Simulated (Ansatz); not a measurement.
Band structure of InAs (F-43m, 2 atoms in the cell).

```xyz
2
Lattice="0.0000 3.0300 3.0300 3.0300 0.0000 3.0300 3.0300 3.0300 0.0000" Properties=species:S:1:pos:R:3 pbc="T T T"
In     0.0000     0.0000     0.0000
As     1.5150     1.5150     1.5150
```

Computed with PBE, PAW files (plane waves; Ansatz, a program for electronic structure).

Settings: kpoints.mp_grid.grid = 9 9 9; hamiltonian.xc = pbe; hamiltonian.pseudopotentials = {kind: paw} (an earlier, softer set of the program's PAW files); scf.occupations.method = fermi_dirac; scf.occupations.width = 0.0037 Ry; kpoints.band_path.npoints = 8.

The starting cell has typed, rounded lattice constants, without a prior relaxation at this level. The run gives no clean gap (levels at the Fermi energy touch, overlap or are partly filled at this smearing), which alone does not show that the compound is a metal.

Levels in eV from the Fermi level, bands 11 to 17:
| point | 11 | 12 | 13 | 14 | 15 | 16 | 17 |
|---|---|---|---|---|---|---|---|
| Γ | -11.88 | -0.29 | -0.06 | -0.06 | -0.06 | 3.85 | 3.85 |
| X | -9.90 | -5.86 | -2.36 | -2.36 | 1.50 | 2.01 | 9.08 |
| W | -9.85 | -5.72 | -2.98 | -2.90 | 4.13 | 4.23 | 4.93 |
| K | -9.92 | -5.73 | -3.30 | -1.99 | 2.06 | 4.20 | 7.23 |
| L | -10.44 | -5.78 | -1.04 | -1.04 | 0.89 | 4.62 | 4.62 |
| U | -9.92 | -5.73 | -3.30 | -1.99 | 2.06 | 4.20 | 7.23 |

Bands cross the Fermi level along this path, so the cell is metallic at this level.

Keys are those of Ansatz 0.2.
